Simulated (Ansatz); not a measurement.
PBE against r2SCAN: AlN, pressure 0.7 GPa

The parent structure is AlN in the zinc blende structure (space group F-43m, No. 216; a = 4.403 Å).

(Cell as relaxed with PBE.)

Levels (all Ansatz, a first-principles code, PAW): PBE (420 eV, no spin-orbit coupling); r2SCAN (500 eV, scalar-relativistic without spin-orbit coupling).

Each level relaxes its own structure.

| base | PBE | r2SCAN |
|---|---|---|
| volume per atom | 10.67 Å³ | 10.43 Å³ |
| lattice parameter a | 4.403 Å | 4.370 Å |
| band gap | 3.31 eV | 3.94 eV |

Perturbation: a hydrostatic pressure of 0.7 GPa.

```
quantity                         PBE  r2SCAN
-------------------  ---------------  ------
gap character        indirect, Γ → X       ?
smallest direct gap          4.01 eV       ?
```

**Question.** Given the PBE results, estimate those of r2SCAN.

**Answer.** 
- gap character, r2SCAN: indirect, Γ → X
- smallest direct gap, r2SCAN: 4.87 eV

PBE's smallest direct gap lies 0.866 eV below r2SCAN's; the two agree on the gap character. Neither level is exact; r2SCAN is the comparison here, not a measurement.

Load acts through the strain it causes; cell and atoms are relaxed under it. No phonon test of stability was made. This is not the structure that AlN has at room temperature and ambient pressure.
